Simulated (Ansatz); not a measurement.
Take Ge in the diamond structure (space group Fd-3m, No. 227) as the base.

```xyz
2
Lattice="0.0000 2.8381 2.8381 2.8381 0.0000 2.8381 2.8381 2.8381 0.0000" Properties=species:S:1:pos:R:3 pbc="T T T"
Ge     2.8381     2.8381     2.8381
Ge     4.2571     4.2571     4.2571
```

Level of theory: PBEsol/PAW in Ansatz (an electronic-structure program), scalar-relativistic without spin-orbit coupling.

Before the change:

| Item | Value |
|---|---|
| Volume per atom | 22.86 Å³ |

Modification: As takes the place of Ge on all its sites, then cell and atoms are relaxed.

Tabulated Pauling electronegativity and covalent radius: Ge 2.01, 1.20 Å; As 2.18, 1.19 Å.

### Question
What happens to the volume per atom?

### Answer
The volume per atom grows by 4.24 Å³ (22.86 Å³ → 27.10 Å³).

Stability against distortions was not tested. As relaxed here, As is a hypothetical phase, not in the database extracts checked.
